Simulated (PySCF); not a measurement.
PySCF 2.14.0, R2SCAN/def2-svp, df: Sr(OH)(SH)(NH3)2 ([NH3]->[Sr](<-[NH3])([OH])[SH]), 13 atoms. The geometry is a generated start, not checked to be a minimum at this level.

```
Property                                            Result
-------------------------  -------------------------------
task                                                energy
method                                              r2scan
basis                                             def2-svp
two-electron scheme                        density fitting
mol.max_memory                                     3000 MB
mf.max_cycle                                           100
mf.init_guess                              minao (default)
mf.DIIS                                    CDIIS (default)
mf.diis_space                                  8 (default)
mf.conv_tol                                1e-09 (default)
mf.grids.level                                 3 (default)
effective core potentials  those of the basis set, past Kr
basis functions                                        123
grid points                                         161144
```

```xyz
13

Sr     0.5222     0.5361     0.6769
O      2.4241     0.6949     0.2284
H      3.3705     0.8068     0.2596
S     -1.8568     1.7271     1.0221
H     -1.9846     1.5291     2.3154
N     -0.5155    -1.9974     1.0388
H     -1.1015    -2.1483     0.2235
H     -1.1193    -2.0101     1.8533
H      0.1240    -2.7796     1.1112
N      0.0364     0.7930    -1.9424
H     -0.6736     1.5167    -1.9791
H     -0.1605     0.1115    -2.6658
H      0.9345     1.2204    -2.1418
```

One run each on 2 threads, 1 BLAS thread. Values of level_shift (Hartree) tried: 0 (default), 0.1, 0.3, 1.

Which value of level_shift (Hartree) needs the fewest Fock builds, and what happens away from it?

Fewest Fock builds, within one of each other: 0 (default) with 14, 0.1 with 14. The count rises to 50 at 1. All converge to one solution.

```csv
level_shift (Hartree),Fock builds,end
0 (default),14,same solution
0.1,14,same solution
0.3,19,same solution
1,50,same solution
```
